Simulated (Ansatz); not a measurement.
CrO3 (within 0.1 Å of Ama2, No. 40; cell taken from a computed entry) was calculated with LDA (Ansatz, an electronic-structure program, plane waves, PAW).

Settings: plane-wave cutoff 500 eV, 10×8×10 k mesh (along the axes of the cell as run), gaussian smearing 0.02 eV, no spin polarisation, scalar-relativistic PAW data made under PBE.

Computed at the level's own relaxed cell.

Task: Give the computed volume per atom and band gap.

Result: 
- volume per atom: 13.10 Å³/atom
- band gap: 1.84 eV (on the SCF k mesh)

Computing time: about 26 core-minutes (a rough figure).
